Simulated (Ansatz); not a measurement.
Here is the system:

```yaml
crystal:
  lattice:
    - [0.00000, 2.24311, 2.24311]
    - [2.24311, 0.00000, 2.24311]
    - [2.24311, 2.24311, 0.00000]
  atoms:
    - { symbol: B, position: [0.00000, 0.00000, 0.00000] }
    - { symbol: P, position: [0.25000, 0.25000, 0.25000] }
```

The numbers are results of r2SCAN with spin-orbit coupling, rigid bands (plane waves, PAW; Ansatz, a quantum-chemistry and plane-wave program), not measurements. Condition of this run: hydrostatic pressure of 4 GPa (compression positive) (the target of the relaxation). Geometry: cell and atoms relaxed with PBEsol, then loaded as said.

What conductivity effective mass do dilute holes have at 300 K?

0.40 mₑ.

Predict the electron conductivity mass (n e² τ/σ) at 300 K, by direction if it differs.

0.33 mₑ.

And the band gap?

1.35 eV at this level; semilocal functionals usually fall short of the measured gap.

Rigid bands, one relaxation time for all states, no polarons. Geometry: cell and atoms relaxed with PBEsol.
